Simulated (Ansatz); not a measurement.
**Competing hops of In vacancy in bixbyite In2O3, charge state -3**

Consider In vacancy in bixbyite In2O3, charge state -3. Level of theory: PBE, PAW (plane waves to 420 eV; Ansatz, a program for electronic structure).

80-site cell at the relaxed PBE lattice, one k-point at (0.250, 0.250, 0.250), smearing 0.01 eV, spin-restricted, no finite-size correction. Energies are static. The charge state is imposed; whether it is stable for some Fermi level was not computed. Forms of the defect that were not tried may lie lower.

Barriers: single points on a 2×2×2 k-point mesh shifted by half a step at the bands' geometries.

```
Route                                       Start site over the lowest site run (eV)  Hop (Å)  Forward barrier (eV)  Backward barrier (eV)                                             Neighbours at the start           Neighbours at the saddle  Saddle order  Forward, on the band's own sampling (eV)
------------------------------------------  ----------------------------------------  -------  --------------------  ---------------------  ------------------------------------------------------------------  ---------------------------------  ------------  ----------------------------------------
a nearby In atom hops onto the vacant site                                      0.09     3.85                  1.91                   1.91                      O at 2.07, O at 2.17, O at 2.25, 3 O at 2.27 Å  O at 1.98, O at 2.13, O at 2.14 Å   not checked                                      1.91
a nearby In atom hops onto the vacant site                                      0.09     3.25                  1.94                   1.94  O at 2.09, O at 2.14, O at 2.23, O at 2.25, O at 2.28, O at 2.31 Å  O at 1.95, O at 1.99, O at 2.17 Å   not checked                                      1.93
```

Paths come from nudged elastic bands with a climbing image.   A further band (a nearby In atom hops onto the vacant site, 3.84 Å) gave 1.83 eV forward on its own sampling, 1.83 eV above the lowest site run, but a shoulder points to a second hump between its images, so it is not taken as a result.

The whole set of runs took roughly 5 core-hours.
